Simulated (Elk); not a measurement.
Band structure of Si (Fd-3m, 2 atoms in the cell).

```
CELL_PARAMETERS angstrom
      0.00000     2.72566     2.72566
      2.72566     0.00000     2.72566
      2.72566     2.72566     0.00000
ATOMIC_POSITIONS crystal
  Si 0.25000 0.25000 0.25000
  Si 0.00000 0.00000 0.00000
```

Method of the run: PBE, all-electron FP-LAPW, Elk's shipped species files, APW+lo basis with extra local orbitals in Elk 10.2.4.

Settings: xctype = 20; rgkmax = 8; swidth = 0.000734986 Ha; ngridk = 8 8 8; gmaxvr = 18 1/bohr; lmaxapw = 10; lmaxo = 8; nxlo = 2; lorbcnd = true; lradstp = 2; nrmtscf = 2; rmtscf = 0.95; lmaxi = 4; maxscl = 100.

The starting cell comes from a database of computed structures (which also holds hypothetical and non-ambient phases and stackings), without a prior relaxation at this level. Its lattice was rescaled by a random factor within 2.5 % of one. Values depend on the basis (sphere radii, cutoffs, local orbitals), which need not be converged.

Levels in eV from the Fermi level, bands 1 to 8:
| point | 1 | 2 | 3 | 4 | 5 | 6 | 7 | 8 |
|---|---|---|---|---|---|---|---|---|
| Γ | -12.19 | -0.31 | -0.31 | -0.31 | 2.25 | 2.25 | 2.25 | 2.92 |
| X | -8.09 | -8.09 | -3.13 | -3.13 | 0.42 | 0.42 | 9.70 | 9.70 |
| W | -7.93 | -7.93 | -4.11 | -4.11 | 3.96 | 3.96 | 4.65 | 4.65 |
| K | -8.50 | -7.50 | -4.56 | -2.71 | 0.91 | 3.81 | 7.11 | 7.65 |
| L | -9.89 | -7.23 | -1.50 | -1.50 | 1.19 | 3.03 | 3.03 | 7.40 |
| U | -8.50 | -7.50 | -4.56 | -2.71 | 0.91 | 3.81 | 7.11 | 7.65 |
